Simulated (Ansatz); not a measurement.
Take TlBiS$_{2}$ (space group R-3m, No. 166; a = 4.085 Å, c = 21.696 Å (hexagonal axes)) as the base.

Method: PBEsol, PAW, 420 eV (Ansatz, a program for electronic structure; no spin-orbit coupling).

Strains are applied to the cell and any free atomic positions relax.

One change was made to it. Results:

```csv
quantity,base,after
electron mass,"0.071 mₑ along c, 0.14 mₑ across (at Γ)","0.19 mₑ along c, 0.15 mₑ across (at Γ)"
largest internal atomic displacement,–,0.054 Å
energy relative to the base (free energy F),0 meV/atom,+18 meV/atom
hole mass,"0.075 mₑ along c, 0.15 mₑ across (at Γ)","0.24 mₑ along c, 0.22 mₑ across (at Γ)"
"valence-band top at Γ (three highest levels, from the VBM)","0.00, -1.78, -1.78 eV","0.00, -1.40, -1.40 eV"
```

### Question
Which of these changes matches the shifts?
A) isotropic strain +3.00 %
B) isotropic strain +2.40 %
C) isotropic strain +1.80 %
D) isotropic strain +0.60 %

### Answer
B, isotropic strain +2.40 %. For comparison, the electron mass in the other runs: isotropic strain +1.80 % gives 0.16 mₑ along c, 0.15 mₑ across (at Γ); isotropic strain +0.60 % gives 0.10 mₑ along c, 0.14 mₑ across (at Γ); isotropic strain +3.00 % gives 0.23 mₑ along c, 0.15 mₑ across (at Γ).

Spin-orbit coupling, missing from the scalar runs, can matter with Bi and Tl. The levels and masses belong to the bands next to the band gap. Masses are band curvatures over ±0.01 Å⁻¹ around the edge. Stability against distortions was not tested.
